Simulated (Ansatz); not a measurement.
Functionals compared on the (10-10) surface of hcp Hf in its 1x1 cell, outermost plane spacing 0.93 Å in the ideal cut, in Ansatz (plane waves, PAW). The structure was relaxed with PBE; the other rows are single points on it, each with its references at the same level. Cutoff 420 eV (500 eV for r2SCAN).

Set-up: 10 atoms, 12.0 Å thick at the start; mesh 12x8x1; 0.1 eV smearing; dipole correction on; all atoms relaxed; held to the start's symmetry, so lower structures may exist; no spin, no spin-orbit, no U. These notes are the PBE run's.

```tsv
functional	surface energy (J/m²)	work function of the top face (eV)	rough cost of the single point
PBE	1.86	3.89	–
LDA	2.06	4.13	around 4 core-minutes (rough)
PBEsol	2.02	3.97	roughly 4 core-minutes
RPBE	[?]	[?]	roughly 4 core-minutes
r2SCAN	2.07	3.90	about 7 core-minutes (a rough figure)
```

### Question
Fill in the missing entries.

### Answer

- RPBE, surface energy (J/m²): 1.75
- RPBE, work function of the top face (eV): 3.76

Ansatz is a program for electronic structure.
